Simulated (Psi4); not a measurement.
Psi4 1.11, B3LYP/def2-svp, scf_type pk: C[Si](C)(N)[Si@H](F)Cl, 16 atoms. The geometry is a generated start, not checked to be a minimum at this level.

```json
{
 "task": "energy",
 "method": "b3lyp",
 "basis": "def2-svp",
 "memory": "7 GB",
 "e_convergence": "1e-08",
 "d_convergence": "1e-07",
 "guess": "auto, which took SAD (default)",
 "diis_max_vecs": "10 (default)",
 "scf_initial_accelerator": "adiis (default)",
 "dft_radial_points": "75 (default)",
 "dft_spherical_points": "302 (default)",
 "basis_functions": "155",
 "grid_points": "338992"
}
```

```xyz
16

C     -0.8932    -1.5410     0.0881
Si    -0.2063     0.1817    -0.1090
C     -0.4867     1.1798     1.4378
N     -1.0078     0.9430    -1.4244
Si     2.1513    -0.0573    -0.3609
F      2.8534     1.3807    -0.4534
Cl     2.5221    -1.1151    -2.0787
H     -0.7165    -2.1435    -0.8084
H     -1.9731    -1.5105     0.2637
H     -0.4321    -2.0547     0.9374
H     -1.5564     1.2848     1.6449
H     -0.0256     0.7000     2.3068
H     -0.0640     2.1850     1.3435
H     -0.8564     0.4325    -2.2942
H     -2.0157     0.9596    -1.2783
H      2.7071    -0.8250     0.7853
```

The reference run uses exact four-centre integrals (scf_type = pk). Each setting ran once; only counts and results are compared.

Settings tried, all else as in the reference:
- scf_type = dfdirj+cosx, cosx_radial_points_final = 50, cosx_spherical_points_final = 194
- scf_type = cd, cholesky_tolerance = 0.0001 (default)
- scf_type = dfdirj+snlink
- scf_type = cd, cholesky_tolerance = 0.001
- scf_type = cd, cholesky_tolerance = 1e-05
- scf_type = dfdirj+link
- scf_type = dfdirj+cosx, cosx_radial_points_final = 75, cosx_spherical_points_final = 302
- scf_type = mem_df
- scf_type = cd, cholesky_tolerance = 1e-06
- scf_type = cd, cholesky_tolerance = 0.01
- scf_type = dfdirj+cosx
- scf_type = dfdirj+cosx, cosx_radial_points_final = 25, cosx_spherical_points_final = 50

Problem. Which of these stay within 1.0 meV/atom in energy of the reference run?

Solution. Within it: scf_type = cd, cholesky_tolerance = 1e-06; scf_type = mem_df; scf_type = cd, cholesky_tolerance = 1e-05; scf_type = dfdirj+cosx, cosx_radial_points_final = 50, cosx_spherical_points_final = 194; scf_type = dfdirj+cosx, cosx_radial_points_final = 75, cosx_spherical_points_final = 302; scf_type = dfdirj+snlink; scf_type = dfdirj+link; scf_type = dfdirj+cosx. Outside: scf_type = cd, cholesky_tolerance = 0.0001 (default); scf_type = cd, cholesky_tolerance = 0.001; scf_type = dfdirj+cosx, cosx_radial_points_final = 25, cosx_spherical_points_final = 50; scf_type = cd, cholesky_tolerance = 0.01.

```tsv
setting	energy against the reference
scf_type = cd, cholesky_tolerance = 1e-06	−0.020 meV/atom
scf_type = mem_df	−0.17 meV/atom
scf_type = cd, cholesky_tolerance = 1e-05	−0.18 meV/atom
scf_type = dfdirj+cosx, cosx_radial_points_final = 50, cosx_spherical_points_final = 194	−0.26 meV/atom
scf_type = dfdirj+cosx, cosx_radial_points_final = 75, cosx_spherical_points_final = 302	−0.27 meV/atom
scf_type = dfdirj+snlink	−0.29 meV/atom
scf_type = dfdirj+link	−0.29 meV/atom
scf_type = dfdirj+cosx	−0.56 meV/atom
scf_type = cd, cholesky_tolerance = 0.0001 (default)	−1.7 meV/atom
scf_type = cd, cholesky_tolerance = 0.001	−3.2 meV/atom
scf_type = dfdirj+cosx, cosx_radial_points_final = 25, cosx_spherical_points_final = 50	+6.2 meV/atom
scf_type = cd, cholesky_tolerance = 0.01	+22 meV/atom
```

Total energies are compared; such shifts often cancel in part in energy differences. The DFDIRJ builders fit J, which adds its shift to that of exchange. Psi4 runs the final COSX grid once, on the density of the start grid. Also tried and not ranked: scf_type = direct (same energy as a listed run). The tolerance is a choice made for this comparison.
